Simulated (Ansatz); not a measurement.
An ideal cubic perovskite cell is held by its symmetry; such compounds can tilt or shift off centre at room temperature. Cells marked so need not be the phases stable at ambient conditions, and some may be hypothetical.

By PBEsol, each system below comes out a metal.

Ballistic conductance counts the channels of both spins, as a mean over 0.1 eV about the Fermi level; spin-orbit coupling is left out.

A. BaTaO3 (Pm-3m, cubic perovskite, not sure to be the ambient phase, 5 atoms a cell, 14.1 Å³ an atom, -8 GPa at this level), current normal to (111)
B. TaRu₃ (Pm-3m, Cu3Au type, not sure to be the ambient phase, 4 atoms a cell, 14.6 Å³ an atom, -5 GPa at this level), current normal to (001)
C. VH$_{2}$ (Fm-3m, fluorite, not sure to be the ambient phase, 3 atoms a cell, 6.2 Å³ an atom, -4 GPa at this level), current normal to (110)
D. NbRu (P4/mmm, not sure to be the ambient phase, 2 atoms a cell, 16.0 Å³ an atom, -7 GPa at this level), current normal to (100)

Order them by ballistic conductance per area (highest first) at the level PBEsol run with Ansatz (a program for electronic structure).

B (1.5 × 10¹⁵ S/m²), D (1.3 × 10¹⁵ S/m²), C (1.0 × 10¹⁵ S/m²), A (0.51 × 10¹⁵ S/m²)
